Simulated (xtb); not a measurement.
xtb 6.7.1, GFN2-xTB: Ni(H)(OH)(tmeda) (C[N]1(C)CC[N](C)(C)->[NiH]<-1[OH]), 28 atoms. The geometry is a generated start, not checked to be a minimum at this level.

```json
{
  "run_flags": "--grad",
  "method": "GFN2-xTB",
  "--acc": "1 (default)",
  "--etemp (K)": "300 (default)",
  "basis_functions": "64",
  "valence_electrons": "68"
}
```

```xyz
28

Ni    -0.9977     1.0319     0.1572
H     -2.3975     1.2503     0.3609
O     -0.7519     2.8021     0.1695
H     -1.4775     3.4200     0.2970
C     -2.0156    -1.6848     0.9586
N     -1.0803    -0.9833     0.0747
C     -1.4209    -1.3244    -1.3099
C      0.2741    -1.4590     0.3895
C      1.3411    -0.6241    -0.3139
N      1.0970     0.7990    -0.0782
C      1.6559     1.2087     1.2093
C      1.7078     1.6064    -1.1281
H     -1.9038    -2.7729     0.8552
H     -3.0372    -1.4073     0.7105
H     -1.8303    -1.4072     1.9950
H     -1.2839    -2.4003    -1.4924
H     -2.4607    -1.0634    -1.5007
H     -0.8045    -0.7648    -2.0105
H      0.4132    -1.3886     1.4719
H      0.3826    -2.5193     0.1040
H      1.3048    -0.8183    -1.3894
H      2.3406    -0.9249     0.0415
H      1.1933     0.6533     2.0245
H      1.4453     2.2658     1.3591
H      2.7434     1.0446     1.2393
H      1.4492     2.6493    -0.9549
H      1.3122     1.3181    -2.1022
H      2.8013     1.4932    -1.1376
```

Charge 0 and multiplicity 1 are set for this test and not shown to be the ground state.

One run each on 1 thread. Values of broydamp tried: 0.02, 0.05, 0.1, 0.2, 0.4 (default), 0.6, 0.8, 1.

### Question
How does the count of SCC iterations change with broydamp, and where is it least?

### Answer
Fewest SCC iterations, within one of each other: 0.4 (default) with 14, 0.6 with 14, 0.8 with 14, 1 with 15. The count rises to 25 at 0.02. All converge to one solution.

| broydamp | SCC iterations | end |
|---|---|---|
| 0.02 | 25 | same solution |
| 0.05 | 21 | same solution |
| 0.1 | 19 | same solution |
| 0.2 | 16 | same solution |
| 0.4 (default) | 14 | same solution |
| 0.6 | 14 | same solution |
| 0.8 | 14 | same solution |
| 1 | 15 | same solution |
